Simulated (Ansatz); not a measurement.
The cell is built on a prototype and need not be the phase stable at ambient conditions.

By r2SCAN, the system below comes out a metal.

Consider the following.

```xyz
2
Lattice="3.1588 0.0000 0.0000 0.0000 4.4672 0.0000 0.0000 2.2336 2.2336" Properties=species:S:1:pos:R:3 pbc="T T T"
Ga     0.0000     0.0000     0.0000
P      1.5794     2.2336     0.0000
```

Space group of this cell: Pm-3m, CsCl type. The cell was relaxed by PBE-D3(BJ); by r2SCAN its mean pressure is 2.7 GPa.

The current flows along the normal of the first two printed cell vectors. No spin-orbit coupling; the value is a mean over 0.1 eV about the Fermi level.

**Question.** Compute, with Ansatz (a quantum-chemistry and plane-wave program) with r2SCAN, the ballistic conductance per area.

**Answer.** 1.6 × 10¹⁵ S/m² for both spins.
